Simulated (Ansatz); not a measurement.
Consider the following.

```yaml
crystal:
  lattice:
    - [5.17284, -1.53992, 0.00000]
    - [5.17284, 1.53992, 0.00000]
    - [-0.81350, 0.00000, 5.22371]
  atoms:
    - { symbol: N, position: [0.87074, 0.87074, 0.62114] }
    - { symbol: N, position: [0.38592, 0.38592, 0.14227] }
    - { symbol: N, position: [0.12926, 0.12926, 0.37886] }
    - { symbol: N, position: [0.61408, 0.61408, 0.85773] }
    - { symbol: Ta, position: [0.00000, 0.00000, 0.00000] }
    - { symbol: V, position: [0.50000, 0.50000, 0.50000] }
    - { symbol: Ta, position: [0.24962, 0.24962, 0.77505] }
    - { symbol: Ta, position: [0.75038, 0.75038, 0.22495] }
```

Spin-polarised, with starting moments of sign N0 N0 N0 N0 Ta0 V+ Ta0 Ta0.

Level of theory: r2SCAN (Ansatz, a quantum-chemistry and plane-wave program), without spin-orbit coupling, earlier PAW set. k-mesh 11×11×7 (Γ-centred); smearing 0.05 eV (Fermi–Dirac).

Q: Predict the largest site moment and band gap.

A: 
```json
{
  "largest_site_moment": "1.67 μB",
  "band_gap": "zero"
}
```

Other magnetic orders, which the real material may have, were not ruled out. Each cell is one ordered arrangement of few atoms, which overstates ordering effects compared with a random alloy. No phonon test of stability was made. The cell was made from TaN by this change: x(V) = 0.25, 8 atoms, C2/m.
